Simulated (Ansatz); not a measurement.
The starting structures come from a database of crystals and need not be the phases stable at ambient conditions.

By PBEsol, the system below comes out a metal.

A figure of merit of an interconnect metal is its ballistic conductance per area.

Here is the system:

```
CELL_PARAMETERS angstrom
      3.24087     0.00000     0.00000
      0.00000     3.24087     0.00000
      0.00000     0.00000     3.14364
ATOMIC_POSITIONS crystal
  Sc 0.50000 0.50000 0.50000
  Cu 0.00000 0.00000 0.00000
```

Space group of this cell: P4/mmm. The cell is strained (lengths along the current scaled by 0.97, ions clamped).

The current flows along the normal of the first two printed cell vectors, the (001) (indices of the unstrained crystal) plane of the conventional cell. No spin-orbit coupling; the value is a mean over 0.1 eV about the Fermi level.

Q: Estimate the ballistic conductance per area that PBEsol (Ansatz, an electronic-structure program) returns for this system.

A: 0.69 × 10¹⁵ S/m² for both spins.
